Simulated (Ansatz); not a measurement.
The reference is BAs in the zinc blende structure (space group F-43m, No. 216).

```xyz
2
Lattice="0.0000 2.3839 2.3839 2.3839 0.0000 2.3839 2.3839 2.3839 0.0000" Properties=species:S:1:pos:R:3 pbc="T T T"
B      0.0000     0.0000     0.0000
As     1.1920     1.1920     1.1920
```

Cartesian axes are those of the cell as printed.

Method: Kohn–Sham DFT with the PBEsol functional, run in Ansatz (a program for electronic structure) with PAW and 420 eV plane waves, no spin-orbit coupling.

For the base:

```
Quantity     Value
--------  --------
Band gap   1.08 eV
Pressure  0.00 GPa
```

One thing is altered: tensile biaxial strain of 2.50 % in the plane normal to [111], as in epitaxy on a mismatched substrate; the out-of-plane cell vector and the atoms relax.

What happens to the hole mass, energy relative to the base, band gap, out-of-plane strain and pressure?

The hole mass comes out as 0.12 mₑ out of plane, 0.45 mₑ in plane (at Γ); the energy rises by 18 meV/atom; the band gap decreases by 0.12 eV to 0.96 eV; the out-of-plane strain amounts to -0.56 %; the pressure (mean of the normal stresses, compression positive) goes from zero to -5.53 GPa.

Masses are band curvatures over ±0.01 Å⁻¹ around the edge. Whether these cells are dynamically stable was not tested.
